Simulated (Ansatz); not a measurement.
# Hypothetical diamond Os, pressure series

Take Os in the diamond structure (space group Fd-3m, No. 227; a hypothetical phase, not in the database extracts checked) as the base.

```xyz
2
Lattice="0.0000 2.7506 2.7506 2.7506 0.0000 2.7506 2.7506 2.7506 0.0000" Properties=species:S:1:pos:R:3 pbc="T T T"
Os     1.3753     1.3753     1.3753
Os     0.0000     0.0000     0.0000
```

Cell and atoms are relaxed at each pressure.

Calculations: PBEsol/PAW in Ansatz (a program for electronic structure), scalar-relativistic without spin-orbit coupling.

Notes on the quantities. enthalpy: H = E + PV relative to the base's energy.

```
change                 enthalpy  shortest interatomic distance
----------------  -------------  -----------------------------
base                          –                        2.382 Å
pressure −2 GPa   -0.26 eV/atom                        2.389 Å
pressure −1 GPa   -0.13 eV/atom                        2.386 Å
pressure 0.3 GPa  +0.04 eV/atom                        2.381 Å
pressure 0.7 GPa  +0.09 eV/atom                        2.380 Å
pressure 1.5 GPa  +0.19 eV/atom                        2.377 Å
pressure 3 GPa    +0.39 eV/atom                        2.372 Å
pressure 5 GPa    +0.64 eV/atom                        2.365 Å
pressure 7.5 GPa  +0.96 eV/atom                        2.357 Å
pressure 10 GPa   +1.27 eV/atom                        2.350 Å
```

Load acts through the strain it causes; cell and atoms are relaxed under it. Whether these cells are dynamically stable was not tested. Competing high-pressure phases were not computed. The final runs are not spin-polarised.
